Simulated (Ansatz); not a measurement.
**Seebeck coefficient of n-type C (P6_3/mmc) against temperature**

C (P6_3/mmc), n-type; conventional cell a = b = 2.499 Å, c = 4.161 Å, α = β = 90.00°, γ = 120.00°. These are r2SCAN, rigid bands (plane waves, PAW, scalar-relativistic; Ansatz, a quantum-chemistry and plane-wave program) values and carry that method's errors. Geometry: cell and atoms relaxed with PBEsol. Sums run over bands interpolated from the self-consistent mesh; computed gap 3.57 eV. |S| is the size of the Seebeck coefficient, averaged over directions. The electron density is held at 1e18 cm⁻³, under a fifth of N_c and over ten times the intrinsic density in every row, and the structure is held as it is at all temperatures.

Here T stands for T and |S| for |S|.

```
T (K)  |S| (μV/K)
-----  ----------
300           430
400           467
500           495
600           519
800           556
1000            ?
```

Fit |S| of the 5 rows that show it with a straight line in ln T. With u = ln T - 6.20, the rows have u = -0.49622, -0.20854, 0.01461, 0.19693, 0.48461. Means: u -0.0017220, |S| 493.4. About the means, the sum of products is 72.367 and the sum of squares of u is 0.56355; the slope is their ratio. Least squares gives |S| = 493.6 + 128.4·u. Residuals (row less fit): 0.1, 0.2, -0.5, 0.1, 0.2; standard error 0.3 (degrees of freedom: 3). With one parabolic band N_c grows as T^(3/2), which gives a slope of (3/2)·k_B/e = 129 μV/K; the fit has 128.

**Question.** What does the fit predict for |S| at T = 1000, and how far is the calculated value from it?

**Answer.** u = 0.70776, so |S| = 493.6 + 128.4 × 0.70776 = 584.5 μV/K. The calculation gives 585 μV/K, 0.5 μV/K above the prediction (0.3 % of the range of |S| in the table). The row lies outside the fitted rows, so this is an extrapolation.

Series that bend far from this form aren't tabulated. Rigid bands with a gap fixed in temperature, one relaxation time for all states and one kind of carrier; polarons and phonon drag are left out, and so is whether such doping can be reached. Spin-orbit coupling is left out.
